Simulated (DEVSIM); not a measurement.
System: Pt/SiO2/p-Ge capacitor, at 300 K.

Layer 1 from the left is SiO2, thickness (nm) 5.10. Layer 2 from the left is Ge, thickness (nm) 6200, Na (cm⁻³) 9.3e15.

Metal gate on the left, work function 5.6 eV. Fixed charge at the semiconductor interface 0 cm⁻² (in units of +e); no interface traps.

The device is made up for the run: typed textbook-type constants, with dimensions and the other settings drawn at random. Values at 300 K.

SiO2: gap (eV) 9, affinity (eV) 0.9, permittivity 3.9. Ge: gap (eV) 0.664, affinity (eV) 4, permittivity 16, Nc (cm⁻³) 1.04e19, Nv (cm⁻³) 6e18.

DEVSIM, 1D Poisson equation in equilibrium, Boltzmann statistics, complete ionisation; no quantum confinement or tunnelling. Metal contacts follow the ideal Schottky-Mott rule: no Fermi-level pinning, no interface dipoles.

Question: What does the simulation give for the minimum of the low-frequency capacitance, the threshold voltage (band bending 2φF)?

Answer: minimum of the low-frequency capacitance 0.0666 μF/cm²; threshold voltage (band bending 2φF) 1.47 V.
